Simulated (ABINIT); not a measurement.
A self-consistent single point of PbF₂ (Fm-3m, 3 atoms in the cell) with ABINIT.

Level of theory: PBE, PAW (JTH v2.0 PBE PAW) (plane waves; ABINIT).

The change in words: lattice scaled by 0.98. Reference geometry:
```
CELL_PARAMETERS angstrom
      0.00000     2.97000     2.97000
      2.97000     0.00000     2.97000
      2.97000     2.97000     0.00000
ATOMIC_POSITIONS crystal
  Pb 0.00000 0.00000 0.00000
  F  0.25000 0.25000 0.25000
  F  0.75000 0.75000 0.75000
```

Reference input (self-consistent single point, DFT, PBE, plane waves, PAW (JTH v2.0 PBE PAW)): pseudos = [Pb.GGA_PBE-JTH.xml, F.GGA_PBE-JTH.xml]; ecut = 653 eV; pawecutdg = 1306 eV; pawxcdev = 0; ixc = 11; occopt = 3; tsmear = 0.00073499 Ha; ngkpt = 7 7 7; nshiftk = 1; shiftk = 0 0 0; potentials = JTH v2.0 PBE PAW; nband = 19. This run's input differs from it in these lines:

```diff
@@ -3,3 +3,3 @@
 pseudos "Pb.GGA_PBE-JTH.xml, F.GGA_PBE-JTH.xml"
-acell 4.2002142802 4.2002142802 4.2002142802 Angstrom
+acell 4.1162099946 4.1162099946 4.1162099946 Angstrom
 rprim
```

The program printed (abridged):

```
--- !BeginCycle
solver: {iscf: 17, nstep: 80, nline: 4, wfoptalg: 10, }
tolerances: {toldfe: 1.00E-09, }
...

     iter   Etot(hartree)      deltaE(h)  residm     nres2
 ETOT  1  -106.47367931722    -1.065E+02 2.794E+00 6.920E+01
 ETOT  2  -110.58689907403    -4.113E+00 1.813E-01 3.146E+02
 ETOT  3  -110.21611374440     3.708E-01 1.178E-01 1.414E+02
 ETOT  4  -110.15483778797     6.128E-02 1.531E-02 4.280E+01
 ETOT  5  -110.29989825973    -1.451E-01 1.825E-02 1.424E+02
   [... 16 lines left out ...]
 ETOT 22  -110.07592040637    -1.599E-08 4.708E-05 9.609E-08
 ETOT 23  -110.07592040776    -1.391E-09 4.188E-05 5.888E-09
 ETOT 24  -110.07592040777    -1.137E-11 2.714E-05 2.637E-10
 ETOT 25  -110.07592040777    -3.723E-12 2.304E-05 2.238E-11
 At SCF step   25, etot is converged :
  for the second time, diff in etot=  3.723E-12 < toldfe=  1.000E-09

 Cartesian components of stress tensor (hartree/bohr^3)
  sigma(1 1)= -2.40580014E-04  sigma(3 2)=  0.00000000E+00
  sigma(2 2)= -2.40580014E-04  sigma(3 1)=  0.00000000E+00
  sigma(3 3)= -2.40580014E-04  sigma(2 1)=  0.00000000E+00

 ----iterations are completed or convergence reached----

 reduced coordinates (array xred) for    3 atoms
       0.000000000000      0.000000000000      0.000000000000
       0.250000000000      0.250000000000      0.250000000000
       0.750000000000      0.750000000000      0.750000000000
 cartesian forces (eV/Angstrom) at end:
    1     -0.00000000000000    -0.00000000000000    -0.00000000000000
    2     -0.00000000000000    -0.00000000000000    -0.00000000000000
   [... lines left out ...]
 Fermi (or HOMO) energy (eV) =   4.55384   Average Vxc (eV)=  -9.16863
   [... lines left out ...]
'-kT*entropy'       :  8.78079218350669E-16
total_energy        : -1.10075921753667E+02
total_energy_eV     : -2.99531816058236E+03
...

-Cartesian components of stress tensor (GPa)         [Pressure=  7.0781E+00 GPa]
- sigma(1 1)= -7.07810718E+00  sigma(3 2)=  0.00000000E+00
- sigma(2 2)= -7.07810718E+00  sigma(3 1)=  0.00000000E+00
- sigma(3 3)= -7.07810718E+00  sigma(2 1)=  0.00000000E+00

 Calculation completed.
```

The run converged in 25 iterations. Against the reference run the free energy rises by 30.4 meV/atom, the pressure goes from 1.76 to 7.08 GPa and the gap on the mesh goes from 4.462 to 4.439 eV.

The starting cell has typed, rounded lattice constants, without a prior relaxation at this level. For this run, on top of that: lattice scaled by 0.98. Spin-orbit coupling is off. With a pressure of about 7 GPa the cell is away from its equilibrium volume at this level.

Cost on one core of a shared machine: roughly 50 s.
